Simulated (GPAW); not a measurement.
**Several settings converged on HfC (I4mm, 2 atoms in the cell)**

```
HfC
1.0
    0.00000     2.33160     2.33160
    2.33160     0.00000     2.33160
    2.33160     2.33160     0.00000
Hf C
1 1
Direct
  0.01072   0.01072   0.98928
  0.50000   0.50000   0.50000
```

Base method: LDA (Perdew-Wang 92), real-space grid, GPAW PAW datasets LDA (gpaw-data 1.0.1) (GPAW).

Base settings: mode = fd; h = 0.2 Å; xc = LDA; kpts = 6 6 6; mesh shift (steps) = 0 0 0; occupations.name = fermi-dirac; occupations.width = 0.1 eV; nbands = -6; convergence.density = 1e-05 e/electron; convergence.energy = 1e-05 eV/electron.

**The k-point mesh**

The second cell is the first with its lattice scaled by 0.98.

Only quantities that move along the ladder and can be compared are tabulated.

```csv
kpts,free energy less the last step's (meV/atom),energy of the compressed cell less the first (meV/atom),largest difference of a force vector from the last step's (eV/Å)
2 2 2,609.33,17.71,0.557
4 4 4,29.20,-24.89,0.090
6 6 6,5.06,-21.18,0.026
7 7 7,2.84,-21.53,0.006
9 9 9,1.49,-21.58,0.001
12 12 12,-0.07,-21.60,0.000
14 14 14,0.00,-21.70,0.000
```

Coarsest kpts that holds the free energy within 0.5 meV/atom of the last step, with all finer ones: 12 12 12; the step before is off by 1.5 meV/atom.

Coarsest kpts that holds the forces within 0.02 eV/Å of the last step, with all finer ones: 7 7 7; the step before is off by 0.026 eV/Å.

Coarsest kpts that holds the energy of the compressed cell less the first within 2 meV/atom of the last step, with all finer ones: 6 6 6; the step before is off by 3.2 meV/atom.

**The k-point mesh at a smearing width of 0.3 eV**

In this ladder: occupations.width = 0.3 eV.

Only quantities that move along the ladder and can be compared are tabulated.

```csv
kpts,free energy less the last step's (meV/atom),largest difference of a force vector from the last step's (eV/Å)
4 4 4,15.01,0.003
5 5 5,9.64,0.009
6 6 6,3.46,0.000
9 9 9,0.29,0.001
13 13 13,-0.07,0.001
16 16 16,0.00,0.000
```

Coarsest kpts that holds the forces within 0.005 eV/Å of the last step, with all finer ones: 6 6 6; the step before is off by 0.009 eV/Å.

Coarsest kpts that holds the free energy within 0.5 meV/atom of the last step, with all finer ones: 9 9 9; the step before is off by 3.5 meV/atom.

**The mesh under tetrahedron occupations**

In this ladder: occupations.name = improved-tetrahedron-method; occupations.width = default.

Only quantities that move along the ladder and can be compared are tabulated.

```csv
kpts,free energy less the last step's (meV/atom),largest difference of a force vector from the last step's (eV/Å)
5 5 5,29.50,0.388
6 6 6,11.96,0.192
8 8 8,3.83,0.081
12 12 12,0.17,0.027
18 18 18,0.17,0.006
23 23 23,0.00,0.000
```

Coarsest kpts that holds the forces within 0.02 eV/Å of the last step, with all finer ones: 18 18 18; the step before is off by 0.027 eV/Å.

Coarsest kpts that holds the free energy within 1 meV/atom of the last step, with all finer ones: 12 12 12; the step before is off by 3.8 meV/atom.

On the base run: the starting cell has typed, rounded lattice constants, without a prior relaxation at this level. Its lattice was rescaled by up to half a per cent. One atom was moved a little off its site on purpose.
